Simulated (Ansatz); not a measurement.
Antifluorite Be₂C

Level of theory: PBE (Ansatz, a first-principles code, plane waves, PAW).

Numerical settings: plane-wave cutoff 520 eV, 14×14×14 k mesh, Fermi–Dirac smearing 0.01 eV, scalar-relativistic PAW data made under PBE.

Cell (relaxed at this level):

```cif
data_CBe2
_chemical_formula_sum 'Be2 C1'
_space_group_name_H-M_alt 'P 1'
_space_group_IT_number 1
_cell_length_a 3.06064
_cell_length_b 3.06064
_cell_length_c 3.06064
_cell_angle_alpha 60.000
_cell_angle_beta 60.000
_cell_angle_gamma 60.000
loop_
_space_group_symop_operation_xyz
  'x, y, z'
loop_
_atom_site_label
_atom_site_type_symbol
_atom_site_fract_x
_atom_site_fract_y
_atom_site_fract_z
_atom_site_occupancy
Be1 Be 0.25000 0.25000 0.25000 1
Be2 Be 0.75000 0.75000 0.75000 1
C1 C 0.00000 0.00000 0.00000 1
```

```yaml
bulk modulus B0: 202 GPa
band_gap: 1.17 eV (indirect)
smallest_direct_gap_on_the_k_points_sampled: 4.14 eV
pressure derivative B′ of the bulk modulus: 3.5
```

Cost on a shared machine: roughly 12 core-seconds.
